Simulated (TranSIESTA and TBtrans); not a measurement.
Run with TranSIESTA and TBtrans (open boundaries, self-consistent; PseudoDojo norm-conserving potentials, scalar-relativistic): Spin polarized, PAO.BasisSize DZP, PAO.EnergyShift 0.15 eV, XC.Authors PBE, Mesh.Cutoff 200 Ry, ElectronicTemperature 300 K, TS.Voltage 0.0 eV, TBT.Elecs.Eta 0.001 eV.

Device: Ga chain with one N atom inserted. Leads: straight Ga chain, spacing 2.422 Å. Geometry: 3 atoms about the centre moved by SIESTA (PBE, DZP) to a largest force of 0.02 eV/Å, all others as built, motion along the axis alone.

### Question
Give the largest eigenchannel transmissions at the Fermi level (four at most) and the total.

### Answer
Up: 0.84, 0.28, 0.28 (total 1.40); down: 0.84, 0.30, 0.30 (total 1.44). Moments were seeded on the central atoms alone, and one start was tried. The straight chain is held at its spacing; free chains may zigzag or dimerise.
